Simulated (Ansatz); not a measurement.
The starting structures come from a database of crystals and need not be the phases stable at ambient conditions.

 Where the default PAW files enter, the runs use the earlier of Ansatz's two default sets.

Data:

```
CdPdF6
1.0
    5.05680     0.00000     0.00000
    2.52840     5.05065     0.00000
    2.52840     1.26574     4.19241
Cd Pd F
1 1 6
Direct
  0.50000   0.50000   0.50000
  0.00000   0.00000   0.00000
  0.77929   0.76774   0.39434
  0.22071   0.23226   0.60566
  0.05863   0.76774   0.77929
  0.94137   0.23226   0.22071
  0.39434   0.76774   0.05863
  0.60566   0.23226   0.94137
```

Space group of this cell: R-3. The cell is taken as given.

Transport runs along the normal of the first two printed cell vectors, the (101) plane of the conventional cell.

No gap correction and no spin-orbit coupling; mid-gap values are interpolated between computed energies.

Question: State the band gap and the smallest decay constant κ at mid-gap according to r2SCAN (Ansatz, a program for electronic structure).

Answer: Gap 2.37 eV on a 8×8×8 mesh; κ = 0.500 1/Å, at (0.250, 0.500) of the in-plane reciprocal vectors. At the zone centre, at the nearest computed energy, the slowest state has κ = 0.53 1/Å.
